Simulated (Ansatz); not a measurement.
The reference is CuI in the zinc blende structure (space group F-43m, No. 216; a = 6.079 Å).

Computed with plane-wave PAW DFT at the PBE level (Ansatz, a quantum-chemistry and plane-wave program, 420 eV), no SOC.

Strains are applied to the cell and any free atomic positions relax.

One change was made to it. Results:

The valley order (the lowest conduction-band minima on the path, energy above the VBM, named in the base's zone) becomes Γ 1.31 eV; L along ⟨111⟩ 2.20 eV; X along ⟨100⟩ 2.57 eV (base: Γ 1.10 eV; L along ⟨111⟩ 2.13 eV; X along ⟨100⟩ 2.73 eV); the electron mass remains 0.15 mₑ (at Γ); the energy increases by 21 meV/atom.

Q: Which change produced these results?
(A) isotropic strain +3.00 %
(B) isotropic strain −2.50 %
(C) isotropic strain +0.50 %
(D) isotropic strain −2.00 %
(E) isotropic strain +1.00 %

A: B, isotropic strain −2.50 %. For comparison, the valley order in the other runs: isotropic strain +3.00 % gives Γ 0.89 eV; L along ⟨111⟩ 2.06 eV; isotropic strain +1.00 % gives Γ 1.03 eV; L along ⟨111⟩ 2.11 eV; isotropic strain −2.00 % gives Γ 1.27 eV; L along ⟨111⟩ 2.18 eV; X along ⟨100⟩ 2.60 eV; isotropic strain +0.50 % gives Γ 1.06 eV; L along ⟨111⟩ 2.12 eV.

With I present, leaving out spin-orbit coupling can change the band edges. The levels and masses belong to the bands next to the band gap. Effective masses come from finite differences of ±0.01 Å⁻¹. Whether these cells are dynamically stable was not tested. All final runs are without spin polarisation.
